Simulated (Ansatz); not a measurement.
A set of cells, compared by their density of states at the Fermi level.

Cell A: NiSi (Pnma), 8 atoms in the cell; spin state with PBE: no moments, k-point mesh 10×8×6 on the run's own vectors.
```
CELL_PARAMETERS angstrom
      0.00000    -3.37424     0.00000
     -5.15655     0.00000     0.00000
      0.00000     0.00000    -5.61927
ATOMIC_POSITIONS crystal
  Si 0.25000 0.17874 0.58402
  Si 0.75000 0.82126 0.41598
  Si 0.75000 0.32126 0.08402
  Si 0.25000 0.67874 0.91598
  Ni 0.75000 0.49170 0.68846
  Ni 0.25000 0.50830 0.31154
  Ni 0.25000 0.00830 0.18846
  Ni 0.75000 0.99170 0.81154
```

Cell B: NiGe (Pnma), 8 atoms in the cell; this is a cell whose start was taken from, or built on, an entry of a structure database, and that this text hasn't matched to a measured one; spin state with PBE: no moments, k-point mesh 10×6×6 on the run's own vectors.
```
NiGe
1.0
    0.00000    -3.47640     0.00000
   -5.41105     0.00000     0.00000
    0.00000     0.00000    -5.83715
Ni Ge
4 4
Direct
  0.75000   0.49421   0.68998
  0.25000   0.50579   0.31002
  0.25000   0.00579   0.18998
  0.75000   0.99421   0.81002
  0.75000   0.31021   0.08714
  0.25000   0.68979   0.91286
  0.25000   0.18979   0.58714
  0.75000   0.81021   0.41286
```

All numbers come from Ansatz (a program for electronic structure), plane waves with PAW, its default PAW set, cutoff 420 eV, 500 eV for r2SCAN. The structures are at rest with PBE; other levels are single points on them. Neutral cells; Fermi-Dirac smearing of at most 0.05 eV in the solids, energies taken to zero width. The lattices are those relaxed with PBE, so at other levels the solids can be strained, which adds to the spread. Cells are local rest points, mostly with their start's symmetry. Spin-orbit coupling is left out. A dispersion term ran beside these levels; it doesn't touch the electrons. Both spins, broadened by a Gaussian of 0.2 eV on the run's mesh.

### Question
Give the density of states at the Fermi level (states/eV per atom) at the level r2SCAN, cell by cell.

### Answer
```csv
cell,r2SCAN
A,0.25
B,0.30
```

With r2SCAN the value of B exceeds that of A by 0.05 states/eV per atom.

### Question
Does the picture change with the functional?

### Answer
| system | PBE |
|---|---|
| A | 0.26 |
| B | 0.33 |

With PBE the value of B exceeds that of A by 0.07 states/eV per atom.
